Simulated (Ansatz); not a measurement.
Output of an Ansatz run (abridged):

```
WARN ansatz: RAYON_NUM_THREADS=1 ignored (pool sized by the plan → 1); use --threads N
Pseudopotentials: kind: paw
Pseudopotential: Ga, paw, valence charge 13
Pseudopotential: N, paw, valence charge 5
Crystal: 2 atoms, lattice volume = 16.075 Å³
Basis set: ecut = 420 eV, 305 PW (Γ), exchange–correlation on 36×36×36 points (8 copies of the dense FFT grid, shifted against one another)
Bands: 13, of which v1, the nominal top of the filled ones, is band 9 counted from 1 (8 counted from 0)
Symmetry: 48 space group operations
Space group: Pm-3m (ITA 221), of the structure as read, at distance tolerance 2.5e-5 Å
k-points: 35 of 729
Initial density: superposition of atomic densities (neutral atoms: chi_scale 0, normalization atom), corrected by the library's trained network
Initial wavefunctions: pseudopotential atomic-orbital guess
Eigensolver: davidson
Functional: x = pbe(κ = 0.804, μ = 0.2195149727645171), c = pbe(β = 0.06672455060314922)
SCF iter   1: F=—  HF=-4163.926059 eV  |F-HF|=—  |Δ(HF+E_count)|=         —  Δρ=2.76e-3  dr2=4.68e-4  ethr=1.77e-3  ⟨swp⟩=4.2  Hψ=2301  notcnv=0
all-band conjugate gradients solve this SCF's bands
preconditioner: auto → none
SCF iter   2: F=—  HF=-4163.926111 eV  |F-HF|=—  |Δ(HF+E_count)|=   5.16e-5  S|Δr|=    0.00e0  Δρ=1.68e-3  dr2=1.97e-4  ethr=2.60e-6  ⟨swp⟩=2.1  Hψ=1018  notcnv=0
SCF iter   3: F=—  HF=-4163.926180 eV  |F-HF|=—  |Δ(HF+E_count)|=   6.93e-5  S|Δr|=    0.00e0  Δρ=1.88e-4  dr2=5.27e-6  ethr=1.09e-6  ⟨swp⟩=2.4  Hψ=727  notcnv=0
SCF iter   4: F=—  HF=-4163.926212 eV  |F-HF|=—  |Δ(HF+E_count)|=   3.20e-5  S|Δr|=    0.00e0  Δρ=1.24e-4  dr2=1.29e-6  ethr=2.93e-8  ⟨swp⟩=2.0  Hψ=770  notcnv=0
SCF iter   5: F=-4163.926211 eV  HF=-4163.926211 eV  |F-HF|=4.28e-8  |Δ(HF+E_count)|=   1.10e-6  S|Δr|=    0.00e0  Δρ=2.65e-5  dr2=5.09e-8  ethr=5.56e-10  ⟨swp⟩=3.2  Hψ=1950  notcnv=0
SCF 1 converged in 5 iterations: F = -4163.926211 eV  dr2 = 5.09e-8
SCF converged after 5 iterations
Stability not checked (fill_not_monotonic)
Free energy (F): -4163.926211 eV
Harris-Foulkes:  -4163.926211 eV  (|F-HF|=4.28e-8)
Internal energy: -4163.924532 eV  (E = F + TS)
E sigma→0 (E₀):  -4163.925791 eV
Entropy (-TS):   -0.001678 eV (-0.839 meV/atom)
Fermi energy:    17.433005 eV
--- Per-component energies (eV) ---
  E_band       = 98.618817
  E_kinetic    = 254.165794
  E_local      = -1493.982142  (includes V_loc(G=0)·N_el)
  E_nonlocal   = 477.358551
  E_hartree    = 719.091383
  E_xc         = -131.328597
  E_vxc        = -137.635547  (∫ρ·V_xc dr)
  E_paw        = -2121.543119  (= ΣΔE_a)
  E_vpaw       = -439.481283  (= ΣTr[D̂ρ^β])
  E_aug_tail   = -0.000075  (compensation charges beyond the density's cutoff)
  E_ewald      = -1867.686328
  E_smearing   = -0.001678  (= −TS)
  E_closure    = -0.000000  (closes the sum)
  Σ components = -4163.926211   (vs F -4163.926211, Δ=0.00e0)
--- Forces (eV/Å), atoms counted from 1 ---
  atom   1  Ga    -0.00000000     0.00000000     0.00000000
  atom   2  N      0.00000000    -0.00000000     0.00000000
  max |Σ_I F_I| component: 1.71e-30 eV/Å
--- Stress (GPa, compression-positive) ---
       65.552624       0.000000       0.000000
        0.000000      65.552624       0.000000
        0.000000       0.000000      65.552624
  P = ⅓ Tr σ = 65.5526 GPa (655.526 kbar)
  The stress holds the Pulay correction. Without it, at fixed plane waves, as pw.x and ABINIT print it: P = 64.8270 GPa
--- Band table (eV; the first three rows and the last of 35) ---
  k-point 0: bands = ["-2.2771", "1.2928", "1.2928", "2.1499", "2.1574", "2.1574", "14.6485", "15.3341", "15.3341", "18.8442", "27.9867", "27.9867", "33.5395"]
  k-point 1: bands = ["-1.8060", "1.3137", "1.4017", "2.0776", "2.0822", "2.1632", "12.4611", "15.4225", "15.7206", "20.1070", "28.0537", "28.3354", "32.5882"]
  k-point 2: bands = ["-0.9250", "1.3460", "1.5524", "1.9584", "1.9972", "2.1739", "9.7489", "16.0374", "16.3700", "21.1873", "26.8774", "28.8696", "31.6969"]
  k-point 34: bands = ["1.2518", "1.2518", "1.2518", "2.4164", "2.4164", "5.4216", "13.5807", "13.5807", "13.5807", "18.4980", "18.4980", "18.4980", "22.9356"]
```

The structure:

```
CELL_PARAMETERS angstrom
      2.52378     0.00000     0.00000
      0.00000     2.52378     0.00000
      0.00000     0.00000     2.52378
ATOMIC_POSITIONS crystal
  Ga 0.00000 0.00000 0.00000
  N  0.50000 0.50000 0.50000
```

Question: What input produced this log?

Answer: Other spellings and defaults could give the same log, and not every line can be read from it. The input that was run (DFT, PBE, plane waves, default PAW files):

Ansatz 0.2 input:
```yaml
crystal:
  lattice:
    - [2.523782, 0.000000, 0.000000]
    - [0.000000, 2.523782, 0.000000]
    - [0.000000, 0.000000, 2.523782]
  atoms:
    - { symbol: Ga, position_ang: [0.000000, 0.000000, 0.000000] }
    - { symbol: N, position_ang: [1.261891, 1.261891, 1.261891] }
basis:
  ecutwfc: 420.0 eV
kpoints:
  mp_grid:
    grid: [9, 9, 9]
    shift: [0.5, 0.5, 0.5]
hamiltonian:
  xc: pbe
  pseudopotentials:
    kind: paw
scf:
  occupations:
    method: methfessel_paxton
    width: 0.2 eV
output:
  forces: true
  eigenvalues: true
  stress: true
```

The starting cell was generated: these elements placed on a structure prototype, without a prior relaxation; it need not be a known phase or ordering of this composition. With a pressure of about 66 GPa the cell is away from its equilibrium volume at this level. Ansatz's pressure includes its estimate of the finite-basis (Pulay) stress. Without the estimate this run gives 64.83 GPa. The run gives no clean gap (levels at the Fermi energy touch, overlap or are partly filled at this smearing), which alone does not show that the compound is a metal.

Ansatz is a quantum-chemistry and plane-wave program.
